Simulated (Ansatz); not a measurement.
**Bulk modulus B0 of ScPd₃C (model structure, started from the Ni3MgC type, Pm-3m, No. 221, 5 atoms in the cell) at several levels of theory**

No measured value is used here.

Task: Put these levels in order of the bulk modulus B0 that they give for ScPd₃C (model structure, started from the Ni3MgC type, Pm-3m, No. 221, 5 atoms in the cell), smallest first: LDA (Ansatz, a program for electronic structure), PBE (Ansatz), PBEsol (Ansatz), r²SCAN (Ansatz).

Result: PBE (166 GPa), r²SCAN (178 GPa), PBEsol (188 GPa), LDA (203 GPa)

Unless a cell is named, each level is at its own relaxed cell (LDA 13.91, PBE 14.84, PBEsol 14.27, r²SCAN 14.60 Å³/atom).

PBEsol, PBE, LDA, r²SCAN: the bulk modulus is −V dP/dV from two relaxed cells at ±2 % in volume. Each level is taken at its own relaxed cell. Cutoffs differ between the levels. Ansatz's density-functional and Hartree–Fock values are scalar-relativistic unless marked +SOC, with PAW data made under PBE.

A model structure was made by putting elements into a prototype or built by hand; it is no filed structure, need not be a known phase, and can be a saddle point held by its symmetry.
